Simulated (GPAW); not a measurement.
**Input and output of a self-consistent single point for HfC (I4mm, 2 atoms in the cell) (GPAW)**

Computed with LDA (Perdew-Wang 92), real-space grid, GPAW PAW datasets LDA (gpaw-data 1.0.1) run with GPAW 25.7.0.

The input file:

```python
from ase import Atoms
from gpaw import GPAW

atoms = Atoms(['Hf', 'C'],
              cell=[[0.000000, 2.331600, 2.331600],
                    [2.331600, 0.000000, 2.331600],
                    [2.331600, 2.331600, 0.000000]],
              positions=[[-0.000000, -0.000000, 0.049999],
                         [2.331600, 2.331600, 2.331600]],
              pbc=True)

calc = GPAW(mode='fd',
            h=0.2,
            xc='LDA',
            kpts={'size': (6, 6, 6), 'gamma': True},
            occupations={'name': 'fermi-dirac', 'width': 0.1},
            nbands=-6,
            convergence={'density': 1e-05, 'energy': 1e-05},
            symmetry={'symmorphic': False, 'tolerance': 0.0005},
            maxiter=100)

atoms.calc = calc

energy = atoms.get_potential_energy()
print('Energy (eV):', round(energy, 6))
forces = atoms.get_forces()
print('Forces (eV/Ang):')
print(forces.round(5))
```

Output, abridged:

```
Input parameters:
  convergence: {density: 1e-05,
                energy: 1e-05}
  h: 0.2
  kpts: {gamma: True,
         size: (6, 6, 6)}
  maxiter: 100
  mode: fd
  nbands: -6
  occupations: {name: fermi-dirac,
                width: 0.1}
  symmetry: {symmorphic: False,
             tolerance: 0.0005}

species:
  Hf:
    name: Hafnium
    Z: 72.0
    valence: 12
    core: 60
    charge: 0.0
    file: Hf.LDA.gz

    # Using partial waves for Hf as LCAO basis

  C:
    name: Carbon
    Z: 6.0
    valence: 4
    core: 2
    charge: 0.0
    file: C.LDA.gz

    # Using partial waves for C as LCAO basis

Reference energy: -410660.131026  # eV

Spin-paired calculation

Convergence criteria:
 Maximum [total energy] change in last 3 cyles: 1e-05 eV / valence electron
 Maximum integral of absolute [dens]ity change: 1e-05 electrons / valence electron
 Maximum integral of absolute [eigenst]ate change: 4e-08 eV^2 / valence electron
 Maximum number of scf [iter]ations: 100

Symmetries present (total): 8
Symmetries with fractional translations: 0
216 k-points: 6 x 6 x 6 Monkhorst-Pack grid + [1/12,1/12,1/12]
30 k-points in the irreducible part of the Brillouin zone
       k-points in crystal coordinates                weights
   0:     0.00000000    0.00000000    0.00000000          1/216
   1:     0.16666667    0.00000000    0.16666667          4/216
   2:     0.16666667    0.16666667    0.00000000          2/216
   [... 7 lines left out ...]
          ...
  29:     0.50000000    0.50000000    0.50000000          4/216

Wave functions: Uniform real-space grid
  Kinetic energy operator: 12*3+1=37 point O(h^6) finite-difference Laplacian

Occupation numbers: Fermi-Dirac:
  width: 0.1000  # eV

Eigensolver

Densities:
  Coarse grid: 12*12*12 grid
  Fine grid: 24*24*24 grid
  Total Charge: 0.000000

Density mixing:
  Method: separate
  Backend: pulay
  Linear mixing parameter: 0.05
  old densities: 5
  Damping of long wavelength oscillations: 50

Hamiltonian:
  XC and Coulomb potentials evaluated on a 24*24*24 grid
  Interpolation: tri-quintic (5. degree polynomial)
  Poisson solver: FastPoissonSolver using
    Stencil: 12*3+1=37 point O(h^6) finite-difference Laplacian
    FFT axes: [np.int64(0), np.int64(1), np.int64(2)]
    FST axes: []

Number of atoms: 2
Number of atomic orbitals: 17
Number of bands in calculation: 14
Number of valence electrons: 16
Bands to converge: occupied

Density initialized from atomic densities
  14 bands from LCAO basis set

Atomic positions and initial magnetic moments

Positions:
   0 Hf    -0.000000   -0.000000    0.049999    ( 0.0000,  0.0000,  0.0000)
   1 C      2.331600    2.331600    2.331600    ( 0.0000,  0.0000,  0.0000)

Unit cell:
           periodic     x           y           z      points  spacing
  1. axis:    yes    0.000000    2.331600    2.331600    12     0.2244
  2. axis:    yes    2.331600    0.000000    2.331600    12     0.2244
  3. axis:    yes    2.331600    2.331600    0.000000    12     0.2244

  Lengths:   3.297380   3.297380   3.297380
  Angles:   60.000000  60.000000  60.000000

Effective grid spacing dv^(1/3) = 0.2448

     iter     time        total  log10-change:
                         energy   eigst   dens
iter:   1 --:--:--   -22.480006
iter:   2 --:--:--   -21.850257   -0.93  -0.84
iter:   3 --:--:--   -20.449287   -0.58  -0.91
iter:   4 --:--:--   -20.453988   -1.66  -1.43
iter:   5 --:--:--   -20.470461   -1.88  -1.52
iter:   6 --:--:--   -20.467604   -2.61  -2.22
iter:   7 --:--:--   -20.469223   -3.38  -2.63
iter:   8 --:--:--   -20.465376   -3.17  -2.55
iter:   9 --:--:--   -20.465362   -3.98  -3.25
iter:  10 --:--:--   -20.465436c  -4.31  -3.61
iter:  11 --:--:--   -20.465377c  -4.52  -3.28
iter:  12 --:--:--   -20.465370c  -6.08  -3.62
iter:  13 --:--:--   -20.465369c  -6.31  -4.22
iter:  14 --:--:--   -20.465369c  -7.33  -4.68
iter:  15 --:--:--   -20.465369c  -7.08  -4.69
iter:  16 --:--:--   -20.465370c  -7.40  -4.71
iter:  17 --:--:--   -20.465369c  -8.89c -5.17c

Converged after 17 iterations.

Dipole moment: (-1.563301, -1.563301, -2.362931) |e|*Ang

Energy contributions relative to reference atoms: (reference = -410660.131026)

Kinetic:        +15.480829
Potential:      -17.142264
External:        +0.000000
XC:             -18.885564
Entropy (-ST):   -0.012164
Local:           +0.087712
SIC:             +0.000000
--------------------------
Free energy:    -20.471451
Extrapolated:   -20.465369

Showing only first 2 kpts
 Kpt  Band  Eigenvalues  Occupancy
  0     6     11.34823    0.00022
  0     7     11.47969    0.00006
  0     8     11.81197    0.00000
  0     9     12.02038    0.00000

  1     6     10.18574    1.85174
  1     7     10.28752    1.63725
  1     8     10.86487    0.02767
  1     9     13.99230    0.00000

Fermi level: 10.43823

No gap
No difference between direct/indirect transitions
Energy (eV): -20.465369

Forces in eV/Ang:
  0 Hf    0.00000    0.00000   -0.31582
  1 C     0.00000    0.00000    0.31410
```

The run converged in 17 iterations.

The starting cell has typed, rounded lattice constants, without a prior relaxation at this level. Its lattice was rescaled by up to half a per cent. One atom was moved a little off its site on purpose. Spin-orbit coupling is off.
